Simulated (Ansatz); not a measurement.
The reference is CdSe in the wurtzite structure (space group P6_3mc, No. 186; a = 4.3828 Å, c = 7.1544 Å). Axes: x lies along a and z along c of the hexagonal cell.

Structures relaxed with PBE, PAW, 420 eV (Ansatz, a first-principles code; without spin-orbit coupling).

Base:

Simulated powder pattern, Cu Kα1, λ = 1.54056 Å (kinematic, ideal powder, no thermal factors, no anomalous dispersion; the 14 strongest lines at most, above 2 %, up to 2θ = 90°):

```tsv
2θ (°)	I/Imax (%)	hkl
23.42	100	(100)
24.87	60	(002)
26.56	75	(101)
34.42	38	(102)
41.16	89	(110)
44.85	88	(103)
47.89	14	(200)
48.69	56	(112)
49.66	13	(201)
62.49	32	(203)
70.24	23	(105)
75.01	14	(300)
77.60	34	(213)
84.78	14	(205)
```

After one change:

Simulated powder pattern, Cu Kα1, λ = 1.54056 Å (kinematic, ideal powder, no thermal factors, no anomalous dispersion; the 14 strongest lines at most, above 2 %, up to 2θ = 90°):

```
2θ (°)  I/Imax (%)
------  ----------
23.42          100
24.13           61
26.39           82
33.88           38
41.16           89
43.87           98
47.89           14
48.28           54
49.56           14
61.72           34
68.20           23
75.01           14
76.89           36
82.87           13
```

Problem. Which change produced these results?
A) uniaxial strain ε_zz = +1.20 %
B) uniaxial strain ε_zz = +2.40 %
C) uniaxial strain ε_zz = +3.00 %
D) uniaxial strain ε_zz = +0.60 %

Solution. C, uniaxial strain ε_zz = +3.00 %. Its volume per atom is 30.65 Å³ against 29.75 Å³, and its space group is P6_3mc (No. 186).

Whether these cells are dynamically stable was not tested.
